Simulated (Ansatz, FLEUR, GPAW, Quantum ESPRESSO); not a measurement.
# Mg6NbZn (Amm2, 8 atoms in the cell) computed with different codes at matched settings

Self-consistent single point, at a second geometry (lattice scaled by 0.98). First geometry:

```xyz
8
Lattice="4.9091 0.0000 0.0000 0.0000 3.0466 5.4366 0.0000 -3.0466 5.4366" Properties=species:S:1:pos:R:3 pbc="T T T"
Mg     2.4546     1.5387     4.5593
Mg     2.4546    -1.5387     4.5593
Mg     0.0000     1.4857     6.3767
Mg     0.0000    -1.4857     6.3767
Mg     0.0000     0.0000     3.5645
Mg     0.0000     0.0000     8.9766
Nb     2.4546     0.0000     7.2841
Zn     2.4546     0.0000     1.7958
```

Shared settings, as Ansatz (a first-principles code) writes them: kpoints.mp_grid.grid = 3 3 3; scf.occupations.method = gaussian; scf.occupations.width = 0.05 eV. Potentials and cutoffs stand in the table.

```tsv
code	model	ΔF from the first geometry (meV/atom)	pressure (GPa)	largest force (eV/Å)	cutoff
Ansatz	LDA (PW92), PAW files made with PBE	-17.6	-0.76	0.178	default
Quantum ESPRESSO	LDA (PW92), PseudoDojo standard norm-conserving (LDA) pseudopotentials	-17.0	-0.67	0.180	85 Ry
FLEUR	LDA (Vosko-Wilk-Nusair), all-electron FLAPW (FLEUR), scalar-relativistic valence	–	–	0.178	Kmax 3.8 1/bohr
GPAW	LDA (Perdew-Wang 92), GPAW PAW datasets LDA (gpaw-data 1.0.1)	-17.9	-0.78	0.178	850 eV
```

Size of the force on each atom (eV/Å): Sizes of forces hide their directions.

```json
[
 {"code": "Ansatz", "Mg1": "0.047", "Mg2": "0.047", "Mg3": "0.035", "Mg4": "0.035", "Mg5": "0.178", "Mg6": "0.087", "Nb7": "0.094", "Zn8": "0.010"},
 {"code": "Quantum ESPRESSO", "Mg1": "0.047", "Mg2": "0.047", "Mg3": "0.034", "Mg4": "0.034", "Mg5": "0.180", "Mg6": "0.084", "Nb7": "0.094", "Zn8": "0.010"},
 {"code": "FLEUR", "Mg1": "0.047", "Mg2": "0.047", "Mg3": "0.031", "Mg4": "0.031", "Mg5": "0.178", "Mg6": "0.080", "Nb7": "0.093", "Zn8": "0.011"},
 {"code": "GPAW", "Mg1": "0.047", "Mg2": "0.047", "Mg3": "0.038", "Mg4": "0.038", "Mg5": "0.178", "Mg6": "0.091", "Nb7": "0.093", "Zn8": "0.011"}
]
```

A dash marks a value that a program does not give, or that is left out as unsure.

On Ansatz's run: spin polarisation is off.

The spread over the programs that give each value: ΔF from the first geometry within 0.9 meV/atom; pressure within 0.11 GPa; largest force within 0.002 eV/Å.

FLEUR treats all electrons, but the usual bases taken here (sphere radii, linearisation, local orbitals, empty states) were not tested for convergence, so the values are no reference for the others. Ansatz's pressure is given at a fixed set of plane waves, as the other plane-wave codes print theirs.

The shared mesh is coarse (it stands for a supercell whose shortest vector is 14 Å), so the values are not converged in it.

The starting cell comes from a database of computed structures (which also holds hypothetical and non-ambient phases and stackings), without a prior relaxation at this level. For this run, on top of that: lattice scaled by 0.98.

Left out of this page: ABINIT (with a known weakness of the program); CP2K (unsound by tests on forces, stress, charge or solver warnings); Elk (not drawn, or without a comparable value).

Keys are those of Ansatz 0.2.
